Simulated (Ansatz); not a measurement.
**AlAs (F-43m): band-edge transport data**

```
CELL_PARAMETERS angstrom
      0.00000     2.83731     2.83731
      2.83731     0.00000     2.83731
      2.83731     2.83731     0.00000
ATOMIC_POSITIONS crystal
  Al 0.00000 0.00000 0.00000
  As 0.75000 0.75000 0.75000
```

Computed with HSE06, rigid bands (plane waves, PAW, scalar-relativistic; Ansatz, an electronic-structure program). Geometry: cell and atoms relaxed with PBEsol.

```yaml
band_gap: 2.09 eV
electron conductivity mass (300 K, dilute): 0.32 mₑ
effective density of states N_c (300 K): 1.7e19 cm⁻³
density_of_states_mass_electrons: 0.76 mₑ
Seebeck coefficient, n-type 1e19 cm⁻³, 300 K: -260 μV/K
best n-type power factor at 300 K for τ = 10 fs (best axis; densities from 1e16 to 1e21 cm⁻³ tried, whether or not they can be reached): 7.9 μW/(cm·K²) at 3e19 cm⁻³
```

Rigid bands; masses and Seebeck coefficients take one relaxation time τ for all states and one kind of carrier; polarons and phonon drag are left out. Spin-orbit coupling is left out. Geometry: cell and atoms relaxed with PBEsol.
